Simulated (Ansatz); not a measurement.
## Band gap of Ta2O5 (model structure, Pbam, No. 55, 14 atoms in the cell) at several levels of theory

No measured value is used here.

```tsv
level (code)	value (eV)
LDA (Ansatz)	2.08
PBEsol (Ansatz)	(withheld)
PBEsol+SOC (Ansatz)	2.13 (direct)
r²SCAN (Ansatz)	2.68
r²SCAN+SOC (Ansatz)	2.64 (direct)
HSE06 (Ansatz)	(withheld)
```

### Question
Fill in the missing entries.

### Answer

- PBEsol (Ansatz, a program for electronic structure), value (eV): 2.17
- HSE06 (Ansatz), value (eV): 3.73

Computed values are for a static lattice. Levels without +SOC have no spin–orbit coupling; where heavier elements are present it shifts gaps, mostly down, and can invert bands.  PBEsol+SOC, r²SCAN+SOC: the gap is read on the k mesh or supercell of the run alone and can be too large. Values are at the PBEsol cell. Cutoffs and k meshes differ between the levels. Ansatz's density-functional and Hartree–Fock values are scalar-relativistic unless marked +SOC, with PAW data made under PBE.

A model structure was made by putting elements into a prototype or built by hand; it is no filed structure, need not be a known phase, and can be a saddle point held by its symmetry.
